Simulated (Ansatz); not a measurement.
# Pt: energy against strain

Pt (fcc, Fm-3m, 15.057 Å³/atom at rest) under an equal strain ε in the (001) plane with the normal axis free, as in a coherent film. PBEsol in Ansatz, a plane-wave DFT program (PAW, default set), 420 eV, 29×29×29 Γ-centred mesh, Fermi-Dirac smearing 0.10 eV; ions are relaxed within the symmetry of each cell.

Here s stands for strain and y for E less E0.

| strain (%) | E less E0 (meV/atom) |
|---|---|
| -3.00 | ? |
| -1.50 | 5.67 |
| -1.00 | 2.35 |
| -0.50 | 0.51 |
| 0.00 | 0.00 |
| 0.50 | 0.68 |
| 1.00 | 2.42 |
| 1.50 | 5.08 |

Fit y against s with a parabola, and predict the withheld value at s = -3.00.

Least squares gives y = -0.002 - 0.1043·s + 2.3895·s². Residuals (row less fit): 0.139, -0.142, -0.138, 0.002, 0.137, 0.137, -0.138; standard error 0.169 (degrees of freedom: 4). Twice the quadratic coefficient over the volume, 2 × 2.3895 meV × 10⁴ × 0.1602 / 15.057 Å³, is twice the biaxial elastic modulus of this plane = 509 ± 16 GPa. At the withheld row, y = -0.002 - 0.1043 × (-3.0) + 2.3895 × (-3.0)² = 21.816 meV/atom. The calculation gives 25.83 meV/atom, 4.014 meV/atom above the prediction (15.5 % of the range of y in the table). The row lies outside the fitted rows, so this is an extrapolation. From the scatter of the fitted rows alone, a prediction at this place has a standard error of 0.648 meV/atom, so the miss is 6.2 times that.

One order more, fitted to all 13 runs of the series, follows each within 0.01, so the miss is the next term of a smooth law. In a metal these values are sensitive to mesh and smearing; energies are taken to zero smearing, stresses follow the free energy. Rows are the converged runs of the series near zero and its far end; series whose fitted rows scatter by over a few per cent of the range, as at a crossing or softening among them, aren't shown in this form. Most that stay on the fit to the last digits aren't either.
